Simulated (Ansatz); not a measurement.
hypothetical fluorite ZrS2 with two functionals, 3 layers

Take ZrS2 in the fluorite structure (space group Fm-3m, No. 225; a = 6.2631 Å; a hypothetical phase, not in the database extracts checked) as the base. Axes: x, y, z lie along the cube axes.

(Cell as relaxed with PBE.)

Levels (all Ansatz, a first-principles code, PAW): PBE (420 eV, scalar-relativistic without spin-orbit coupling); r2SCAN (500 eV, no spin-orbit coupling).

Each level relaxes its own structure.

```csv
base,PBE,r2SCAN
volume per atom,20.47 Å³,20.41 Å³
lattice parameter a,6.263 Å,6.256 Å
band gap,zero,0.13 eV
```

Now apply this change: a free-standing slab of 3 layers (9 atoms, 3 a layer) is cut normal to [111], with 15 Å of vacuum and the in-plane cell held at bulk.

```csv
quantity,PBE,r2SCAN
excess energy per area of both faces (slab less bulk energy over the cell's area: twice a surface energy) (uncertain by up to 0.09 J/m²),0.4 J/m²,(withheld)
band gap,0.83 eV,(withheld)
gap character,"indirect, M → Γ",(withheld)
shortest interatomic distance,2.586 Å,(withheld)
```

**Question.** Given the PBE results, estimate those of r2SCAN.

**Answer.** 
- excess energy per area of both faces (slab less bulk energy over the cell's area: twice a surface energy) (uncertain by up to 0.09 J/m²), r2SCAN: 0.6 J/m²
- band gap, r2SCAN: 1.11 eV
- gap character, r2SCAN: indirect, M → Γ
- shortest interatomic distance, r2SCAN: 2.589 Å

PBE's excess energy per area of both faces lies 0.14 J/m² below r2SCAN's; PBE's band gap lies 0.28 eV below r2SCAN's; PBE's shortest interatomic distance lies 0.003 Å below r2SCAN's (0.1 %); the two agree on the gap character. Neither level is exact; r2SCAN is the comparison here, not a measurement.

Slab and bulk use different k-meshes, which limits the precision of the excess energy. Stability against distortions was not tested. All final runs are without spin polarisation. The zero or small gap of ZrS2 can change with the level of theory. k-point labels follow each cell's own Brillouin zone.
